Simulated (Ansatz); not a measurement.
ZrSe2: Se vacancy

The reference is a 9-atom supercell of ZrSe₂ in the CdI2 type structure (space group P-3m1, No. 164; a = 3.735 Å, c = 6.031 Å; layered, stacked along the Cartesian z axis) at its relaxed geometry.

It is then changed as follows: a neutral Se vacancy, atoms relaxed at fixed cell, starting from a slightly rattled geometry.

Method: PBE-D3(BJ) (Ansatz, a quantum-chemistry and plane-wave program, PAW, no SOC), earlier PAW set. k-mesh 7×7×7 (Γ-centred); smearing 0.05 eV (Fermi–Dirac).

```csv
quantity,base,changed,shift
largest displacement of a host atom from its site in the perfect cell,–,0.34 Å,–
mean distance from the defect site to its nearest host atoms,268 pm,301 pm,+32.1 pm
```

In so small a cell the defect repeats every few ångströms: this is an ordered compound, not a dilute defect. All final runs are without spin polarisation. The defect cell is not spin-polarised.
